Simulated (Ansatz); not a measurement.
Consider Rh2Si (space group Pnma, No. 62; a = 5.364 Å, b = 3.922 Å, c = 7.391 Å; a cell from a computed database, its experimental status unchecked).

Computed with Kohn–Sham DFT with the PBEsol functional, run in Ansatz (a program for electronic structure) with PAW and 420 eV plane waves, without spin-orbit coupling.

One change was made to it. Results:

The shortest interatomic distance drops by 0.0113 Å to 2.385 Å; the band gap remains zero.

Task: Which change produced these results?
(A) pressure 1.5 GPa
(B) pressure −2 GPa
(C) pressure 7.5 GPa
(D) pressure −1 GPa

Result: C, pressure 7.5 GPa. For comparison, the shortest interatomic distance in the other runs: pressure 1.5 GPa gives 2.394 Å; pressure −1 GPa gives 2.398 Å; pressure −2 GPa gives 2.400 Å.

Load acts through the strain it causes; cell and atoms are relaxed under it. Whether these cells are dynamically stable was not tested. No other phases were tried under pressure. All final runs are without spin polarisation.
